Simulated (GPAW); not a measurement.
**Input and output of a self-consistent single point for ScGe (Cmcm, 4 atoms in the cell) (GPAW)**

Level of theory: PBEsol, GPAW PAW datasets PBEsol (made by gpaw-setup) (plane waves; GPAW).

Input as run:

```python
from ase import Atoms
from ase.units import GPa
from gpaw import GPAW

atoms = Atoms(['Sc', 'Sc', 'Ge', 'Ge'],
              cell=[[1.955526, -4.926584, 0.000000],
                    [1.955526, 4.926584, 0.000000],
                    [0.000000, 0.000000, 3.682086]],
              positions=[[1.955526, -3.576799, 2.761564],
                         [1.955526, 3.576799, 0.920521],
                         [1.955526, -0.881957, 2.761564],
                         [1.955526, 0.881957, 0.920521]],
              pbc=True)

calc = GPAW(mode={'name': 'pw', 'ecut': 850},
            xc='PBEsol',
            kpts=(7, 7, 7),
            occupations={'name': 'fermi-dirac', 'width': 0.1},
            nbands=-10,
            convergence={'density': 1e-05, 'energy': 1e-05},
            symmetry={'symmorphic': False, 'tolerance': 0.0005},
            maxiter=150)

atoms.calc = calc

energy = atoms.get_potential_energy()
print('Energy (eV):', round(energy, 6))
forces = atoms.get_forces()
print('Forces (eV/Ang):')
print(forces.round(5))
stress = atoms.get_stress()
print('Stress (GPa, Voigt):', (stress / GPa).round(4))
```

The program printed (abridged):

```
Input parameters:
  convergence: {density: 1e-05,
                energy: 1e-05}
  kpts: [7 7 7]
  maxiter: 150
  mode: {ecut: 850,
         name: pw}
  nbands: -10
  occupations: {name: fermi-dirac,
                width: 0.1}
  symmetry: {symmorphic: False,
             tolerance: 0.0005}
  xc: PBEsol

species:
  Sc:
    name: Scandium
    Z: 21.0
    valence: 11
    core: 10
    charge: 0.0
    file: Sc.PBEsol.gz

    # Using partial waves for Sc as LCAO basis

  Ge:
    name: Germanium
    Z: 32.0
    valence: 4
    core: 28
    charge: 0.0
    file: Ge.PBEsol.gz

    # Using partial waves for Ge as LCAO basis

Reference energy: -155639.711131  # eV

Spin-paired calculation

Convergence criteria:
 Maximum [total energy] change in last 3 cyles: 1e-05 eV / valence electron
 Maximum integral of absolute [dens]ity change: 1e-05 electrons / valence electron
 Maximum integral of absolute [eigenst]ate change: 4e-08 eV^2 / valence electron
 Maximum number of scf [iter]ations: 150

Symmetries present (total): 8
Symmetries with fractional translations: 4
343 k-points: 7 x 7 x 7 Monkhorst-Pack grid
64 k-points in the irreducible part of the Brillouin zone
       k-points in crystal coordinates                weights
   0:     0.00000000    0.00000000    0.00000000          1/343
   1:     0.00000000    0.00000000    0.14285714          2/343
   2:     0.00000000    0.00000000    0.28571429          2/343
   [... 7 lines left out ...]
          ...
  63:     0.42857143    0.42857143    0.42857143          4/343

Wave functions: Plane wave expansion
  Cutoff energy: 850.000 eV
  Number of coefficients (min, max): 3980, 4023
  Pulay-stress correction: 0.000000 eV/Ang^3 (de/decut=0.000000)

Occupation numbers: Fermi-Dirac:
  width: 0.1000  # eV

Eigensolver

Densities:
  Coarse grid: 36*36*28 grid
  Fine grid: 72*72*56 grid
  Total Charge: 0.000000

Density mixing:
  Method: separate
  Backend: pulay
  Linear mixing parameter: 0.05
  old densities: 5
  Damping of long wavelength oscillations: 50

Hamiltonian:
  XC and Coulomb potentials evaluated on a 72*72*56 grid
  External potential:
    NoExternalPotential

XC parameters: PBEsol with 2 nearest neighbor stencil

Number of atoms: 4
Number of atomic orbitals: 34
Number of bands in calculation: 25
Number of valence electrons: 30
Bands to converge: occupied

Density initialized from atomic densities
  25 bands from LCAO basis set

Atomic positions and initial magnetic moments

Positions:
   0 Sc     1.955526   -3.576799    2.761564    ( 0.0000,  0.0000,  0.0000)
   1 Sc     1.955526    3.576799    0.920521    ( 0.0000,  0.0000,  0.0000)
   2 Ge     1.955526   -0.881957    2.761564    ( 0.0000,  0.0000,  0.0000)
   3 Ge     1.955526    0.881957    0.920521    ( 0.0000,  0.0000,  0.0000)

Unit cell:
           periodic     x           y           z      points  spacing
  1. axis:    yes    1.955526   -4.926584    0.000000    36     0.1010
  2. axis:    yes    1.955526    4.926584    0.000000    36     0.1010
  3. axis:    yes    0.000000    0.000000    3.682086    28     0.1315

  Lengths:   5.300501   5.300501   3.682086
  Angles:   90.000000  90.000000 136.700432

Effective grid spacing dv^(1/3) = 0.1250

     iter     time        total  log10-change:
                         energy   eigst   dens
iter:   1 --:--:--   -23.428766
iter:   2 --:--:--   -23.548214   -0.20  -1.34
iter:   3 --:--:--   -23.457665   -0.79  -1.36
iter:   4 --:--:--   -23.548595   -1.08  -1.64
iter:   5 --:--:--   -23.464789   -1.76  -1.95
iter:   6 --:--:--   -23.477468   -2.42  -2.22
   [... 2 lines left out ...]
iter:   9 --:--:--   -23.464211   -3.40  -2.86
iter:  10 --:--:--   -23.464128   -3.67  -3.06
iter:  11 --:--:--   -23.464578   -3.53  -3.37
iter:  12 --:--:--   -23.464259   -4.21  -3.26
iter:  13 --:--:--   -23.464242   -4.53  -3.46
iter:  14 --:--:--   -23.464199c  -4.70  -3.50
iter:  15 --:--:--   -23.464163c  -4.50  -3.57
iter:  16 --:--:--   -23.464158c  -5.03  -3.80
iter:  17 --:--:--   -23.464162c  -5.28  -4.19
iter:  18 --:--:--   -23.464162c  -5.51  -4.12
iter:  19 --:--:--   -23.464159c  -5.76  -4.18
iter:  20 --:--:--   -23.464160c  -6.29  -4.56
iter:  21 --:--:--   -23.464162c  -6.44  -4.67
iter:  22 --:--:--   -23.464163c  -6.64  -4.75
iter:  23 --:--:--   -23.464164c  -7.17  -4.83
iter:  24 --:--:--   -23.464164c  -7.40c -4.94
iter:  25 --:--:--   -23.464164c  -7.96c -5.00
iter:  26 --:--:--   -23.464164c  -8.59c -5.11c

Converged after 26 iterations.

Dipole moment: (-0.000000, 0.000000, -0.000010) |e|*Ang

Energy contributions relative to reference atoms: (reference = -155639.711131)

Kinetic:        +42.341717
Potential:      -35.330263
External:        +0.000000
XC:             -30.704777
Entropy (-ST):   -0.069568
Local:           +0.263942
SIC:             +0.000000
--------------------------
Free energy:    -23.498948
Extrapolated:   -23.464164

Showing only first 2 kpts
 Kpt  Band  Eigenvalues  Occupancy
  0    13      7.45295    1.99982
  0    14      8.60014    0.20707
  0    15      8.99424    0.00448
  0    16      9.60176    0.00001

  1    13      8.37467    1.04805
  1    14      8.41148    0.86483
  1    15      8.52774    0.38479
  1    16      9.50185    0.00003

Fermi level: 8.38428

No gap
No difference between direct/indirect transitions
Energy (eV): -23.464164

Forces in eV/Ang:
  0 Sc    0.00000    0.00309    0.00000
  1 Sc    0.00000   -0.00309    0.00000
  2 Ge    0.00000   -0.04692   -0.00000
  3 Ge    0.00000    0.04692    0.00000

Stress tensor:
    -0.031481    -0.000000     0.000000
    -0.000000    -0.032310    -0.000000
     0.000000    -0.000000    -0.034948
Stress (GPa, Voigt): [-5.0439 -5.1766 -5.5994 -0.      0.     -0.    ]
```

The run converged in 26 iterations. GPAW prints stress with tension positive.

The starting cell comes from a database of computed structures (which also holds hypothetical and non-ambient phases and stackings), without a prior relaxation at this level. Its lattice was rescaled by a random factor within 2.5 % of one. With a pressure of about 5 GPa the cell is away from its equilibrium volume at this level.

Cost on one core of a shared machine: roughly 4 min.
